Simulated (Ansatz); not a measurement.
**Lattice parameter a of Nb2B2Si (model structure, started from the Ti2InB2 type, P-6m2, No. 187, 5 atoms in the cell) at several levels of theory**

No measured value is used here.

| level (code) | value (Å) |
|---|---|
| LDA (Ansatz) | 3.121 |
| PBE (Ansatz) | 3.162 |
| PBEsol (Ansatz) | 3.139 |
| r²SCAN (Ansatz) | 3.159 |

LDA, PBE, PBEsol, r²SCAN: the run has no spin polarisation, so it can have missed a magnetic state. Cutoffs differ between the levels. Ansatz's density-functional and Hartree–Fock values are scalar-relativistic unless marked +SOC, with PAW data made under PBE.

A model structure was made by putting elements into a prototype or built by hand; it is no filed structure, need not be a known phase, and can be a saddle point held by its symmetry.

Ansatz is an electronic-structure program.
